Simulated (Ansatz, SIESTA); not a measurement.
Code comparison for SrAg2 (Imma, 6 atoms in the cell)

Self-consistent single point.

```yaml
crystal:
  lattice:
    - [-2.34558, 3.82305, 4.09490]
    - [2.34558, -3.82305, 4.09490]
    - [2.34558, 3.82305, -4.09490]
  atoms:
    - { symbol: Sr, position: [0.29501, 0.04501, 0.25000] }
    - { symbol: Sr, position: [0.70499, 0.95499, 0.75000] }
    - { symbol: Ag, position: [0.28310, 0.33769, 0.94541] }
    - { symbol: Ag, position: [0.71690, 0.66231, 0.05459] }
    - { symbol: Ag, position: [0.89228, 0.33769, 0.55459] }
    - { symbol: Ag, position: [0.10772, 0.66231, 0.44541] }
```

Shared settings, as Ansatz (an electronic-structure program) writes them: kpoints.mp_grid.grid = 7 7 7; scf.occupations.method = fermi_dirac; scf.occupations.width = 0.05 eV. Potentials and cutoffs stand in the table.

| code | model | pressure (GPa) | largest force (eV/Å) | cutoff |
|---|---|---|---|---|
| Ansatz | LDA (PW92), PAW files made with PBE | -2.39 | 0.054 | 420 eV |
| SIESTA | LDA PW92, numerical atomic orbitals DZP, PseudoDojo LDA standard norm-conserving potentials (rewritten from UPF to PSML) | -0.26 | 0.183 | grid 300 Ry |

The spread over the programs that give each value: pressure within 2.13 GPa; largest force within 0.129 eV/Å.

SIESTA uses small atom-centred bases, whose incompleteness enters pressures, forces and empty levels differently from a plane-wave cutoff. Ansatz's pressure is given at a fixed set of plane waves, as the other plane-wave codes print theirs.

On the base mesh (4 4 4) the same programs gave: Ansatz pressure -2.39 GPa; SIESTA pressure -0.29 GPa.

The starting cell comes from a database of computed structures (which also holds hypothetical and non-ambient phases and stackings), without a prior relaxation at this level. Its lattice was rescaled by a random factor within 2.5 % of one.

Left out of this page: CP2K (on another mesh).

Keys are those of Ansatz 0.2.
